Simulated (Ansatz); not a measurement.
Base system: WSe₂ (space group P6_3/mmc, No. 194; a = 3.230 Å, c = 12.411 Å; layered, stacked along the Cartesian z axis). Axes: x lies along a and z along c of the hexagonal cell.

Method: Ansatz (an electronic-structure program) PBEsol-D3(BJ), spin-orbit coupling left out.

Base values:

```
Property               Value
-------------------  -------
Smallest direct gap  1.65 eV
```

The change: biaxial strain +1.20 %, plane normal [001], relaxed out of plane (Cartesian); in-plane vectors clamped, the third vector and the atoms free.

Task: How does this affect the smallest direct gap and ratio −ε⊥/ε∥?

Result: The smallest direct gap decreases by 0.136 eV, from 1.65 eV to 1.52 eV; the ratio −ε⊥/ε∥ is 0.40.

Spin-orbit coupling, missing from the scalar runs, can matter with W. Stability against distortions was not tested.
